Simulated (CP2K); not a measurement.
Troubleshooting CP2K: a failed run on Ge3Bi4O12 (I-43d, 38 atoms in the cell). The aim is a self-consistent single point with DFT LDA (Pade form), GPW, DZVP-MOLOPT-SR-GTH basis, GTH-PADE potentials (GTH_POTENTIALS).

Cell that was meant: a = 9.0988 Å, b = 9.0988 Å, c = 9.0988 Å, α = 109.47°, β = 109.47°, γ = 109.47°.

Part of the input:

```
    &SCF
      SCF_GUESS ATOMIC
      EPS_SCF 1E-6
      MAXSCF 100
      ADDED_MOS 33
      &DIAGONALIZATION
        ALGORITHM STANDARD
```

The program printed (abridged):

```
 Possible matches for unknown keyword

 MAXSCF

   keyword MAX_SCF in section %__ROOT__%FORCE_EVAL%DFT%SCF score:  109
   keyword MAX_SCF in section %__ROOT__%FORCE_EVAL%DFT%XAS%SCF score:  109
   keyword EPS_SCF in section %__ROOT__%FORCE_EVAL%DFT%SCF score:  106
   enum MOPAC in section %__ROOT__%FORCE_EVAL%DFT%SCF for keyword SCF_GUESS score:  106
   keyword ROKS_F in section %__ROOT__%FORCE_EVAL%DFT%SCF score:  106

 *******************************************************************************
 *   ___                                                                       *
 *  /   \                                                                      *
 * [ABORT]                                                                     *
 *  \___/             found an unknown keyword MAXSCF in section SCF           *
 *    |                                                                        *
 *  O/|                                                                        *
 * /| |                                                                        *
 * / \                                               input/input_parsing.F:253 *
 *******************************************************************************

 ===== Routine Calling Stack =====

            5 section_vals_parse
            4 section_vals_parse
            3 section_vals_parse
            2 section_vals_parse
            1 read_input
Abort(1) on node 0 (rank 0 in comm 0): application called MPI_Abort(MPI_COMM_WORLD, 1) - process 0
```

Q: Read the log: what does the program object to, and what is the fix?

A: The fault is a keyword that the program does not know. The program does not know a key of this name. To fix it, use the program's own name for the key. The program stopped before any SCF iteration.

The sound input it was made from differs as follows (other fixes are possible):
```diff
-      MAXSCF 100
+      MAX_SCF 100
```

With that input, the run converged in 11 iterations: free energy E − TS -12345.0284 eV; top of the valence band (on the code's own zero) 2.85 eV; gap on the k-point mesh 3.66 eV; pressure -3.57 GPa; largest force (vector length) 0.513 eV/Å (DFT LDA (Pade form), GPW, DZVP-MOLOPT-SR-GTH basis, GTH-PADE potentials (GTH_POTENTIALS)).

On the sound input: the starting cell comes from a database of computed structures (which also holds hypothetical and non-ambient phases and stackings), without a prior relaxation at this level. Spin-orbit coupling is off. Values carry the incompleteness of an atom-centred basis. With a pressure of about -4 GPa the cell is away from its equilibrium volume at this level.
